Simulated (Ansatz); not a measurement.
Take CaO in the rock salt structure (space group Fm-3m, No. 225; a = 4.767 Å) as the base.

Now apply this change: an isotropic linear strain of −2.76 %, atoms relaxed at fixed cell.

Levels (all Ansatz, an electronic-structure program, PAW): PBEsol (420 eV, no spin-orbit coupling); r2SCAN (500 eV, scalar-relativistic without spin-orbit coupling); HSE06 (420 eV, scalar-relativistic without spin-orbit coupling).

At the geometry relaxed with PBEsol, these levels gave the following band gaps, in shuffled order: (a) 4.15 eV, (b) 5.28 eV, (c) 3.48 eV.

Problem. Match each gap to its level.

Solution. (a) r2SCAN; (b) HSE06; (c) PBEsol.

Single points use the geometry relaxed with PBEsol. HSE06 was sampled on its mesh, a few special points and the semilocal edge points, so its gap is an upper bound. Whether these cells are dynamically stable was not tested. The base started in Cmce and relaxed to Fm-3m at this level.
